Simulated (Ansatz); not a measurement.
The parent structure is MoS$_{2}$ in the 3R-MoS2 type structure (space group R3m, No. 160; layered, stacked along the Cartesian z axis).

```xyz
3
Lattice="1.5578 0.8994 5.7855 -1.5578 0.8994 5.7855 0.0000 -1.7988 5.7855" Properties=species:S:1:pos:R:3 pbc="T T T"
Mo     0.0000     0.0000     0.0007
S      0.0000     0.0000    13.1296
S      0.0000     0.0000    10.0110
```

Level of theory: Ansatz (a program for electronic structure) PBEsol-D3(BJ), no spin-orbit coupling.

Free-standing slabs (3 atom(s) a layer) normal to the stacking axis with 15 Å of vacuum; in-plane cell relaxed.

One change was made to it. Results:

```json
[
 {"quantity": "shortest interatomic distance", "base": "2.380 Å", "after": "2.384 Å"},
 {"quantity": "band gap", "base": "0.50 eV", "after": "1.90 eV"},
 {"quantity": "gap character", "base": "–", "after": "direct at K"},
 {"quantity": "excess energy per area of both faces (slab less bulk energy over the cell's area: twice a surface energy)", "base": "–", "after": "0.85 J/m²"}
]
```

Question: Which change produced these results?
A. 3 layers
B. 1 layer
C. 2 layers

Answer: B, 1 layer. For comparison, the band gap in the other runs: 2 layers gives 0.98 eV; 3 layers gives 0.74 eV.

The excess energy carries the mismatch between the slab's and the bulk's meshes. No phonon test of stability was made. k-point labels follow each cell's own Brillouin zone.
